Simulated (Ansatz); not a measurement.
Start from GaCuSe₂ in the chalcopyrite structure (space group I-42d, No. 122; a = 5.508 Å, c = 10.962 Å). Axes: x, y, z lie along a, b, c of the conventional cell.

All numbers come from plane-wave PAW DFT at the LDA level (Ansatz, an electronic-structure program, 420 eV), no spin-orbit coupling.

One thing is altered: tensor shear ε_xz = +0.40 % (engineering shear γ = 0.0080), atoms relaxed at fixed cell.

Predict the new stress and energy relative to the base.

The stress (xx, yy, zz, yz, xz, xy; compression positive) comes out as (0.00, 0.00, 0.00, 0.00, -0.38, 0.00) GPa; the energy hardly moves.

The cells carry an imposed strain or load. Stability against distortions was not tested. The final runs are not spin-polarised.
